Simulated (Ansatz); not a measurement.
Functionals compared on H2O on the 1x1 (101) surface of anatase TiO2 (cut with top plane O), one in a 2x1 cell, started at the site 'bridge O-O (span 2.8 Å)', in Ansatz (plane waves, PAW). The structure was relaxed with PBE; the other rows are single points on it, each with its references at the same level. Cutoff 420 eV (500 eV for r2SCAN). HSE06 used the coarser mesh 2x3x1.

Host crystal: anatase TiO2, with a band gap (PBE, scalar-relativistic without spin-orbit coupling).

Model: 39-atom slab, 9.4 Å thick at the start under the adsorbate (thin: gaps and levels are the slab's own), 3x4x1 mesh, Fermi-Dirac 0.01 eV, dipole correction, 14 atoms held, the rest relaxed; no symmetry held; no spin, no spin-orbit, no U, no dispersion correction. At the end it is bonded to Ti. In PBE it is, or lies within 0.03 eV of, the lowest of the starts that converged. These notes are the PBE run's. Adsorption energies are against H2O(g). A negative adsorption energy means that the adsorbate is more stable on the surface than in its reference.

A dash marks a value that is undefined for that row or was read on another mesh.

```csv
functional,adsorption energy (eV),gap of the slab on its k-mesh (eV),highest filled level below the top vacuum level (eV),rough cost of the single point
PBE,-0.61,2.50,6.85,–
RPBE,-0.38,2.54,6.73,roughly 2.9 core-minutes
r2SCAN,-0.82,2.86,7.19,about 6 core-minutes (a rough figure)
HSE06,-0.65,–,–,around 90 core-minutes (rough)
```

Ansatz is an electronic-structure program.
